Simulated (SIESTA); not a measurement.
**Worked example: self-consistent single point of SnBi3 (I4/mmm, 4 atoms in the cell) in SIESTA**

Method of the run: GGA PBEsol, numerical atomic orbitals TZP, PseudoDojo PBEsol standard norm-conserving potentials (rewritten from UPF to PSML) (SIESTA).

Input:

```
# files in the folder: Sn.psml Bi.psml (PseudoDojo PBEsol standard)
SystemName  SnBi3
SystemLabel siesta

NumberOfAtoms                4
NumberOfSpecies              2
%block ChemicalSpeciesLabel
  1 50 Sn
  2 83 Bi
%endblock ChemicalSpeciesLabel
LatticeConstant              1.0 Bohr
%block LatticeVectors
    -4.441952434    4.441952434   10.703493808
     4.441952434   -4.441952434   10.703493808
     4.441952434    4.441952434  -10.703493808
%endblock LatticeVectors
AtomicCoordinatesFormat      ScaledCartesian
%block AtomicCoordinatesAndAtomicSpecies
     0.000000000    0.000000000    0.000000000  1
     0.000000000    0.000000000   10.703493808  2
     4.441952434    0.000000000    5.351746904  2
     0.000000000    4.441952434    5.351746904  2
%endblock AtomicCoordinatesAndAtomicSpecies

XC.functional                GGA
XC.authors                   PBEsol
PAO.BasisSize                TZP
PAO.EnergyShift              0.01 Ry
MeshCutoff                   350 Ry
%block kgrid.MonkhorstPack
    6   0   0  0.0
    0   6   0  0.0
    0   0   6  0.0
%endblock kgrid.MonkhorstPack
OccupationFunction           FD
ElectronicTemperature        100.0 meV

MaxSCFIterations             150
SCF.Mixer.Method             Pulay
SCF.Mixer.Weight             0.2
SCF.Mixer.History            6
SCF.DM.Tolerance             1.0E-04
Diag.ParallelOverK           true
WriteForces                  true
Charge.Mulliken              end
```

The program printed (abridged):

```
reinit: Reading from file input.fdf

reinit: System Name: SnBi3
reinit: System Label: siesta

coor:   Atomic-coordinates input format  =     Cartesian coordinates
coor:                                          (in units of alat)

siesta: Atomic coordinates (Bohr) and species
siesta:      0.00000   0.00000   0.00000  1        1
siesta:      0.00000   0.00000  10.70349  2        2
siesta:      4.44195   0.00000   5.35175  2        3
siesta:      0.00000   4.44195   5.35175  2        4

siesta: System type = bulk

initatomlists: Number of atoms, orbitals, and projectors:      4    88   128

siesta: ******************** Simulation parameters ****************************
redata: Spin configuration                          = none
redata: Time-Reversal Symmetry                      = T
redata: Number of Atomic Species                    =        2
redata: Mesh Cutoff                                 =   350.0000 Ry
redata: Net charge of the system                    =     0.0000 |e|
redata: Min. number of SCF Iter                     =        0
redata: Max. number of SCF Iter                     =      150
redata: SCF convergence failure will abort job
redata: SCF mix quantity                            = Hamiltonian
redata: Mix DM or H after convergence               =   F
redata: Recompute H after scf cycle                 =   F
redata: Mix DM in first SCF step                    =   T
redata: No kicks to SCF
redata: DM Mixing Weight for Kicks                  =     0.5000
redata: Require Harris convergence for SCF          =   F
redata: Harris energy tolerance for SCF             =     0.000100 eV
redata: Require DM convergence for SCF              =   T
redata: DM tolerance for SCF                        =     0.000100
redata: Require EDM convergence for SCF             =   F
redata: EDM tolerance for SCF                       =     0.001000 eV
redata: Require H convergence for SCF               =   T
   [... lines left out ...]
diag: Parallel distribution                         =     1 x     1
diag: Used triangular part                          = Lower
diag: Absolute tolerance                            =  0.100E-15
diag: Orthogonalization factor                      =  0.100E-05
diag: Memory factor                                 =  1.0000

superc: Internal auxiliary supercell:     5 x     5 x     5  =     125
superc: Number of atoms, orbitals, and projectors:    500  11000  16000

                        Single-point calculation

superc: Internal auxiliary supercell:     5 x     5 x     5  =     125
superc: Number of atoms, orbitals, and projectors:    500  11000  16000

outcell: Unit cell vectors (Ang):
       -2.350580    2.350580    5.664045
        2.350580   -2.350580    5.664045
        2.350580    2.350580   -5.664045

outcell: Cell vector modules (Ang)   :    6.567485    6.567485    6.567485
outcell: Cell angles (23,13,12) (deg):    138.0560    138.0560     60.8173
outcell: Cell volume (Ang**3)        :    125.1805
new_DM -- step:     1
Initializing Density Matrix...

Attempting to read DM from file... Failed...
DM filled with atomic data:

InitMesh: MESH = 64 x 64 x 54 = 221184
InitMesh: Mesh cutoff (required, used) =   350.000   377.875 Ry

stepf: Fermi-Dirac step function
        iscf     Eharris(eV)        E_KS(eV)     FreeEng(eV)     dDmax    Ef(eV) dHmax(eV)
   scf:    1    -8808.515004    -8803.847474    -8803.937058  0.968120 -2.971785  3.289214
   scf:    2    -8804.462081    -8804.169354    -8804.259663  0.051444 -3.042894  2.159795
   scf:    3    -8804.659039    -8804.440722    -8804.531659  0.063521 -3.172463  0.880313
   scf:    4    -8804.480826    -8804.464140    -8804.554775  0.027197 -3.217933  0.095476
   scf:    5    -8804.464835    -8804.464610    -8804.555128  0.002799 -3.219322  0.008525
   scf:    6    -8804.464481    -8804.464557    -8804.555118  0.000962 -3.221252  0.023926
   scf:    7    -8804.464586    -8804.464575    -8804.555136  0.000294 -3.221116  0.006060
   scf:    8    -8804.464584    -8804.464580    -8804.555138  0.000139 -3.221322  0.000921
   scf:    9    -8804.464579    -8804.464579    -8804.555138  0.000024 -3.221306  0.000029
SCF Convergence by DM+H criterion
max |DM_out - DM_in|         :     0.0000238308
max |H_out - H_in|      (eV) :     0.0000289261
SCF cycle converged after 9 iterations

Using DM_out to compute the final energy and forces

siesta: E_KS(eV) =            -8804.4646

siesta: E_KS - E_eggbox =     -8804.4646

siesta: Atomic forces (eV/Ang):
     1    0.000000   -0.000000    0.000000
     2   -0.000000   -0.000000    0.000000
     3   -0.000017    0.000017    0.000000
     4    0.000017   -0.000017   -0.000000
   Tot   -0.000000   -0.000000    0.000000
   Max    0.000017
   Res    0.000010    sqrt( Sum f_i^2 / 3N )
   Max    0.000017    constrained

Stress tensor Voigt[x,y,z,yz,xz,xy] (kbar):       24.77       24.77       33.10        0.20        0.20       -0.08
(Free)E + p*V (eV/cell)    -8806.7073
Target enthalpy (eV/cell)    -8804.5551

siesta: Program's energy decomposition (eV):
siesta: Ebs     =     -1206.098932
siesta: Eions   =      9148.734468
siesta: Ena     =       483.910976
siesta: Ekin    =      4441.017001
siesta: Enl     =     -2298.164025
siesta: Eso     =         0.000000
siesta: Edftu   =         0.000000
siesta: DEna    =        38.427824
siesta: DUscf   =         1.243653
siesta: DUext   =         0.000000
siesta: Ex      =     -2167.333792
siesta: Ec      =      -154.831749
siesta: Exc     =     -2322.165541
siesta: Eharris =     -8804.464579
siesta: Etot    =     -8804.464579
siesta: FreeEng =     -8804.555138

siesta: Stress tensor (static) (eV/Ang**3):
siesta:     0.015459   -0.000051    0.000126
siesta:    -0.000051    0.015459    0.000126
siesta:     0.000126    0.000126    0.020661

siesta: Cell volume =        125.180522 Ang**3

siesta: Pressure (static):
siesta:                Solid            Molecule  Units
siesta:          -0.00018725         -0.00018725  Ry/Bohr**3
siesta:          -0.01719281         -0.01719259  eV/Ang**3
siesta:         -27.54591752        -27.54557308  kBar

mulliken: Atomic and Orbital Populations:

Species: Sn
Atom  Qatom  Qorb
               5s      5s      5s      5py     5pz     5px     5py     5pz
               5px     5py     5pz     5px     4dxy    4dyz    4dz2    4dxz
               4dx2-y2 5dxy    5dyz    5dz2    5dxz    5dx2-y2
   1 14.334   1.421  -0.197   0.502   0.423   0.544   0.423  -0.118  -0.113
             -0.118   0.371   0.213   0.371   1.998   2.009   2.002   2.009

              2.008   0.173   0.104   0.131   0.104   0.073

Species: Bi
Atom  Qatom  Qorb
               6s      6s      6s      6py     6pz     6px     6py     6pz
               6px     6py     6pz     6px     5dxy    5dyz    5dz2    5dxz
               5dx2-y2 6dxy    6dyz    6dz2    6dxz    6dx2-y2
   2 14.854   1.343  -0.178   0.594   0.665   0.791   0.665  -0.076  -0.039
             -0.076   0.320   0.123   0.320   1.993   2.004   2.000   2.004

              2.002   0.122   0.075   0.081   0.075   0.046
   3 14.906   1.438  -0.216   0.583   0.627   0.760   0.627  -0.123  -0.039
             -0.123   0.397   0.169   0.397   1.993   2.002   1.997   2.002

              2.002   0.136   0.067   0.090   0.067   0.052
   4 14.906   1.438  -0.216   0.583   0.627   0.760   0.627  -0.123  -0.039
             -0.123   0.397   0.169   0.397   1.993   2.002   1.997   2.002

              2.002   0.136   0.067   0.090   0.067   0.052

mulliken: Qtot =       59.000

Mulliken Atomic Populations:
Atom #   charge [q] valence [e]  Species
     1    -0.333784   14.333784  Sn
     2     0.145578   14.854422  Bi
     3     0.094103   14.905897  Bi
     4     0.094103   14.905897  Bi
 Total     0.000000
```

The run converged in 9 iterations.

The starting cell comes from a database of computed structures (which also holds hypothetical and non-ambient phases and stackings), without a prior relaxation at this level. Values carry the incompleteness of an atom-centred basis.

Cost on one core of a shared machine: roughly 70 s.
